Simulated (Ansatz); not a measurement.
The reference is Mg in the hcp (Mg type) structure (space group P6_3/mmc, No. 194).

```
Mg
1.0
    3.17305     0.00000     0.00000
   -1.58653     2.74794     0.00000
    0.00000     0.00000     5.18267
Mg
2
Direct
  0.33333   0.66667   0.75000
  0.66667   0.33333   0.25000
```

Level of theory: plane-wave PAW DFT at the r2SCAN level (Ansatz, a quantum-chemistry and plane-wave program, 500 eV), without spin-orbit coupling.

One change was made to it. Results:

```
quantity                          base    after
-----------------------------  -------  -------
shortest interatomic distance  3.173 Å  3.185 Å
c/a ratio                        1.633    1.587
```

Question: Name the change that was made.
A. Mg → Li
B. Mg → Zr
C. Mg → Na

Answer: B, Mg → Zr. For comparison, the shortest interatomic distance in the other runs: Mg → Na gives 3.764 Å; Mg → Li gives 3.095 Å.

Whether these cells are dynamically stable was not tested. All final runs are without spin polarisation. This is not the structure that Na has at room temperature and ambient pressure. This is not the structure that Li has at room temperature and ambient pressure.
